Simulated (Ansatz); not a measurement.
AgAl (model structure, Cmcm, No. 63, 4 atoms in the cell), treated with r²SCAN (Ansatz, an electronic-structure program, PAW).

Run with plane-wave cutoff 560 eV, 18×18×14 k mesh (along the axes of the cell as run), Fermi–Dirac smearing 0.05 eV, no spin polarisation, scalar-relativistic PAW data made under PBE.

Cell (relaxed at this level):

```cif
data_Ag4Al4
_chemical_formula_sum 'Ag4 Al4'
_space_group_name_H-M_alt 'Cmcm'
_space_group_IT_number 63
_space_group_name_Hall '-C 2c 2'
_cell_length_a 2.83051
_cell_length_b 10.47763
_cell_length_c 4.52603
_cell_angle_alpha 90.000
_cell_angle_beta 90.000
_cell_angle_gamma 90.000
loop_
_space_group_symop_operation_xyz
  'x, y, z'
  '-x, -y, -z'
  '-x, -y, z+1/2'
  'x, y, -z+1/2'
  'x, -y, -z'
  '-x, y, z'
  '-x, y, -z+1/2'
  'x, -y, z+1/2'
  'x+1/2, y+1/2, z'
  '-x+1/2, -y+1/2, -z'
  '-x+1/2, -y+1/2, z+1/2'
  'x+1/2, y+1/2, -z+1/2'
  'x+1/2, -y+1/2, -z'
  '-x+1/2, y+1/2, z'
  '-x+1/2, y+1/2, -z+1/2'
  'x+1/2, -y+1/2, z+1/2'
loop_
_atom_site_label
_atom_site_type_symbol
_atom_site_symmetry_multiplicity
_atom_site_Wyckoff_symbol
_atom_site_fract_x
_atom_site_fract_y
_atom_site_fract_z
_atom_site_occupancy
Ag1 Ag 4 c 0.00000 0.33549 0.25000 1
Al1 Al 4 c 0.00000 0.07433 0.25000 1
```
(The calculation used a cell of 4 atoms; values per cell refer to that cell.)

### Question
What does this level give for the bulk modulus?

### Answer

- bulk modulus: 92.9 GPa

The run finds no gap.

Note: the bulk modulus is −V dP/dV from two relaxed cells at ±2 % in volume; the relaxation could raise the start's symmetry but not lower it, so the cell can be a saddle point.

Static lattice: no zero-point or thermal effects.

It cost roughly 24 core-minutes of CPU time.

A model structure was made by putting elements into a prototype or built by hand; it is no filed structure, need not be a known phase, and can be a saddle point held by its symmetry.
